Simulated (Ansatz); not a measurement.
## MgTe: transverse stress against strain

MgTe (wurtzite, P6_3mc, 34.493 Å³/atom at rest, c along z) under a strain ε along c (axis z), the other axes held. PBE in Ansatz, a plane-wave DFT program (PAW, default set), 420 eV, 8×8×5 Γ-centred mesh, Fermi-Dirac smearing 0.05 eV; ions are relaxed within the symmetry of each cell. Stress is positive for a compressed cell.

Here s stands for strain and y for stress xx.

```csv
strain (%),stress xx (GPa)
-1.20,0.28
-0.60,0.13
0.00,-0.01
0.60,-0.14
1.20,-0.27
3.00,?
```

The 5 complete rows are fitted with a straight line, y against s. Means: s 0, y -0.002. About the means, the sum of products is -0.82200 and the sum of squares of s is 3.6000; the slope is their ratio. Least squares gives y = -0.002 - 0.2283·s. Residuals (row less fit): 0.008, -0.005, -0.008, -0.001, 0.006; standard error 0.008 (degrees of freedom: 3). The slope gives the elastic constant C13 = 23 ± 0.4 GPa.

Problem. Predict the withheld y at s = 3.00 from the fit, and compare with the calculation.

Solution. y = -0.002 - 0.2283 × 3.0 = -0.687 GPa. The calculation gives -0.62 GPa, 0.067 GPa above the prediction (7.4 % of the range of y in the table). The row lies outside the fitted rows, so this is an extrapolation. From the scatter of the fitted rows alone, a prediction at this place has a standard error of 0.015 GPa, so the miss is 4.5 times that.

One order more, fitted to all 11 runs of the series, follows each within 0.01, so the miss is the next term of a smooth law. Rows are the converged runs of the series near zero and its far end; series whose fitted rows scatter by over a few per cent of the range, as at a crossing or softening among them, aren't shown in this form. Most that stay on the fit to the last digits aren't either.
